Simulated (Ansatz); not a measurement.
The starting structures come from a database of crystals and need not be the phases stable at ambient conditions.

 Where the default PAW files enter, the runs use the earlier of Ansatz's two default sets.

Data:

```yaml
crystal:
  lattice:
    - [5.57603, 0.00000, 0.00000]
    - [2.42607, 5.02059, 0.00000]
    - [0.06870, 0.04311, 4.26212]
  atoms:
    - { symbol: K, position: [0.65108, 0.65108, 0.28010] }
    - { symbol: K, position: [0.34892, 0.34892, 0.71990] }
    - { symbol: Pd, position: [0.00000, 0.00000, 0.00000] }
    - { symbol: F, position: [0.86954, 0.34694, 0.77830] }
    - { symbol: F, position: [0.13046, 0.65306, 0.22170] }
    - { symbol: F, position: [0.65306, 0.13046, 0.22170] }
    - { symbol: F, position: [0.34694, 0.86954, 0.77830] }
```

Space group of this cell: C2/m. The cell is taken as given.

Transport runs along the normal of the first two printed cell vectors.

The gap is the functional's own. No spin-orbit coupling. Mid-gap values are interpolated on the energy grid.

**Question.** Compute, with r2SCAN in Ansatz (a first-principles code), the band gap and the smallest decay constant κ at mid-gap.

**Answer.** Gap 2.47 eV on a 6×6×8 mesh; κ = 0.644 1/Å, at (0.167, 0.167) of the in-plane reciprocal vectors. At the zone centre, at the nearest computed energy, the slowest state has κ = 0.70 1/Å.
